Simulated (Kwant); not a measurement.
System: π system C=C1C=CC=C1 between two chain leads. The π system is taken as planar. Atoms are numbered from 0 in the order of the SMILES. Site energies (eV, carbon 0): [0.0, 0.0, 0.0, 0.0, 0.0, 0.0]. Bonds (i, j, β in eV): (0,1,-2.4) (1,2,-2.4) (2,3,-2.4) (3,4,-2.4) (4,5,-2.4) (5,1,-2.4). Leads: chains of hopping −3.6 eV, joined by −1.2 eV to atoms 2 and 4.

Site energies and bond integrals are typed Hückel values.

Kwant, Hückel tight-binding model, one pz orbital an atom, one spin, coherent transport at 0 K. Conductance is in e²/h.

Sweep values stay those of the base run.

Base results: transmission at E = 0 < 1e-12; mean G (e²/h) over the sweep 0.11.

What follows from this one change: contacts moved from atoms [2, 4] to [3, 4]?

transmission at E = 0 little changed (< 1e-12); mean G over the sweep 0.11 → 0.17 e²/h.

What follows from this one change: contacts moved from atoms [2, 4] to [0, 2]?

transmission at E = 0 < 1e-12 → 0.095; mean G over the sweep 0.11 → 0.073 e²/h.
